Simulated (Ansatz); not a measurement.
AlP (F-43m), PBE with spin-orbit coupling, rigid bands run with Ansatz (a quantum-chemistry and plane-wave program): N_v = 5.67e19 cm⁻³ at 300 K and a hole conductivity mass of 0.701 mₑ.

For 1e16 holes per cm³ at 300 K, place the Fermi level, estimate the Seebeck coefficient of a parabolic band with constant τ, and give mobility and conductivity for τ = 5 fs.

The level lies k_BT ln(N_v/p) = 0.223 eV above the valence-band maximum. S ≈ +(k_B/e)[ln(N_v/p) + 5/2] = 960 μV/K, against 993 μV/K from the full bands (mean over directions). μ = eτ/m = 12.5 cm²/(V·s) and σ = peμ = 0.0201 S/cm. τ is assumed, not computed.

Band transport and this doping are assumed; polarons and phonon drag are left out. Geometry: cell and atoms relaxed with PBEsol.
